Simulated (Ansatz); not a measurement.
**CdSe: response to strain**

Start from CdSe in the zinc blende structure (space group F-43m, No. 216; a = 6.196 Å).

Strains are applied to the cell and any free atomic positions relax.

All numbers come from PBE (Ansatz, an electronic-structure program; PAW; 420 eV plane waves; scalar-relativistic without spin-orbit coupling), earlier PAW set.

```csv
isotropic strain (%),pressure (GPa)
-0.59,0.8
0,0.0
0.56,?
1.24,-1.5
```

**Question.** Fit P = P₀ − Bδ with δ = (1 + ε)³ − 1 to the rows shown and predict the withheld row.

**Answer.** Least squares on the printed values gives P₀ = 0.0 GPa, B = 41.3 GPa (a mean over the range) (largest residual 0.0 GPa); this predicts -0.7 GPa, and the run gives -0.7 GPa, in agreement.

Stability against distortions was not tested.
